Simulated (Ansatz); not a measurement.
# SiGe (P6₃mc, No. 186, 4 atoms in the cell; start mp-978534)

All values below come from r²SCAN0 (PAW; Ansatz, a quantum-chemistry and plane-wave program).

Run with plane-wave cutoff 520 eV, 9×9×4 k mesh (along the axes of the cell as run), Fermi–Dirac smearing 0.01 eV, scalar-relativistic PAW data made under PBE.

Cell (relaxed with PBEsol):

```
CELL_PARAMETERS angstrom
      3.90059     0.00000     0.00000
     -1.95030     3.37801     0.00000
      0.00000     0.00000     6.44335
ATOMIC_POSITIONS crystal
  Si 0.66667 0.33333 0.87455
  Si 0.33333 0.66667 0.37455
  Ge 0.66667 0.33333 0.50045
  Ge 0.33333 0.66667 0.00045
```

```yaml
band_gap: 1.69 eV (indirect)
smallest_direct_gap_on_the_k_points_sampled: 1.86 eV
```

Note: cell and atoms aren't relaxed at this level (pressure -0.9 GPa).

Spin–orbit coupling is not included.

Static lattice: no zero-point or thermal effects.

The result took about 6 core-minutes (a rough figure).

A start named mp-… is a Materials Project structure, which need not be a measured phase.
